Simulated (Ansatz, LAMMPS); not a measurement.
## Si well of 8 atomic layers along [001] in random Si0.8Ge0.2, interfaces graded over 4 layers

Cell 16.58 × 16.58 × 43.98 Å, Si496Ge80, 576 atoms. Prepared with Tersoff's 1989 multicomponent potential (SiCGe.tersoff) (LAMMPS): minimisation. 

These are PBE, support functions at accuracy medium on the grid of 370 eV (norm-conserving potentials; Ansatz, a first-principles code) values and carry that method's errors.

Basis: localised support functions (accuracy medium) on a full density matrix. k-points: zone centre alone; occupations: Fermi-Dirac, 0.010 eV; spin polarisation not allowed. No spin-orbit coupling.

| Quantity | Value |
|---|---|
| Kohn-Sham gap of the cell on its k-mesh | 0.51 eV |
| weight of the highest filled level on the well | 0.23 |
| weight of the lowest empty level on the well | 0.65 |
| coordination (neighbours within 2.849 Å) | 100.0 % 4-fold |
| Ge-Ge bonds, mean ± spread | 2.467 ± 0.004 Å |
| Ge-Si bonds, mean ± spread | 2.420 ± 0.005 Å |
| Si-Si bonds, mean ± spread | 2.377 ± 0.005 Å |
| bond angles, mean ± spread | 109.5° ± 0.9° |
| pressure | -0.64 GPa |
| cost of the final run | about 50 core-minutes (a rough figure), 15 SCF iterations, 12 GiB |
